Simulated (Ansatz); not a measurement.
Base system: Ag in the fcc (Cu type) structure (space group Fm-3m, No. 225; a = 4.1039 Å).

Level of theory: r2SCAN in Ansatz (plane waves to 500 eV, PAW, no spin-orbit coupling).

Before the change:

The lattice parameter a is 4.104 Å.

The change: Zn takes the place of Ag on all its sites; the structure is relaxed again.

Question: Predict the new lattice parameter a.

Answer: The lattice parameter a falls by 0.2514 Å (4.104 Å → 3.852 Å).

No phonon test of stability was made. For Zn in this form, whether it has been made was not checked. This is not the structure that Zn has at room temperature and ambient pressure.

Ansatz is a quantum-chemistry and plane-wave program.
